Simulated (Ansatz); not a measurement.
The parent structure is LiNbO₃ (space group R3c, No. 161; a = 5.0675 Å, c = 13.6873 Å (hexagonal axes)).

All numbers come from LDA (Ansatz, an electronic-structure program; PAW; 420 eV plane waves; scalar-relativistic without spin-orbit coupling).

For the base:

| Item | Value |
|---|---|
| Pressure | 0.0 kbar |

Perturbation: every lattice vector is shortened by 0.75 %; the atoms relax in the strained cell.

### Question
Predict the new energy relative to the base.

### Answer
The energy grows by 2.1 meV/atom.

### Question
Estimate the effect on the largest internal atomic displacement.

### Answer
The largest internal atomic displacement comes out as 0.022 Å.

### Question
Estimate the effect on the pressure.

### Answer
The pressure (mean of the normal stresses, compression positive) goes from zero to 30.4 kbar.

No phonon test of stability was made.
